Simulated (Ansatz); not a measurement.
System: interstitial C in bcc Mo (neutral cell). The step: several atoms move together, C the farthest; the atom moves 1.58 Å along (0.00, 0.00, -0.50) of the unit cell; the moving atom starts with neighbours 2 Mo at 1.95, 4 Mo at 2.19 Å and ends with 2 Mo at 1.95, 4 Mo at 2.19 Å. DFT values are from Ansatz (plane-wave PAW, 420 eV unless said) in a cell of 36 host sites, spin-restricted, static, with no finite-size correction. Sites that were not tried may lie lower. For the PBE band: the saddle point's order was not checked, and it lies on a symmetry element of the cell, where a band can be held.

| Level | Forward barrier (eV) | Cost of the band or of the saddle's single point |
|---|---|---|
| CHGNet universal potential (has no charge state), its own band | 0.71 | - |
| PBE, a 2×2×3 k-point mesh shifted by half a step, band relaxed | 1.16 | about 70 core-minutes (a rough figure) |
| PBE, a 3×3×5 k-point mesh shifted by half a step, same geometries | 1.26 | about 6 core-minutes (a rough figure) |
| r2SCAN at 500 eV, a 2×2×3 k-point mesh shifted by half a step, same geometries | 1.19 | around 4 core-minutes (rough) |

Ansatz is an electronic-structure program.
